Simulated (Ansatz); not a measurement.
## Electron-phonon data for HfIr₃ (Pm-3m)

Consider the following.

```
CELL_PARAMETERS angstrom
      3.92319     0.00000     0.00000
      0.00000     3.92319     0.00000
      0.00000     0.00000     3.92319
ATOMIC_POSITIONS crystal
  Hf 0.00000 0.00000 0.00000
  Ir 0.00000 0.50000 0.50000
  Ir 0.50000 0.00000 0.50000
  Ir 0.50000 0.50000 0.00000
```

Calculation: PBEsol, DFPT electron-phonon coupling, linearised Boltzmann equation (plane waves, PAW, scalar-relativistic; Ansatz, a program for electronic structure). Cell: relaxed with this functional, without spin-orbit coupling.

The resistivity at 300 K is 10.6 μΩ·cm and the electron mean free path at 300 K (weighted by the current that each state carries) comes out as 9.5 nm. The electron-phonon coupling λ comes out as 0.38 and the transport coupling λ_tr is 0.40. The logarithmic mean phonon energy comes out as 15.5 meV and the density of states at the Fermi level is 1.59 states/(eV·spin·cell). The drude plasma energy comes out as 6.2 eV, the Hall coefficient at 300 K comes out as 36 ×10⁻¹¹ m³/C and the Tc for μ* = 0.10 (anisotropic Eliashberg) is below 1 K. The Tc for μ* = 0.13 (anisotropic Eliashberg) is below 1 K.

A metal at this level (no band gap). Only scattering by harmonic phonons is included (no impurities, grain boundaries, electron-electron scattering or thermal expansion). Spin-orbit coupling is left out, which matters with elements this heavy. Halving the electron mesh (24x24x24) moves the resistivity by up to 2 % at 300 K, the mean free path by up to 2 %, the coupling by up to 2 %. Smearing 0.20 eV; phonons on a 4x4x4 q mesh, which this run doesn't test and which matters most at low temperature. Tc comes from the anisotropic Migdal-Eliashberg equations with μ*, a chosen number, referred to 16.8 meV.

Formula and space group known from diffraction (Crystallography Open Database), not checked to be the room-temperature form: HfIr3 (Pm-3m).
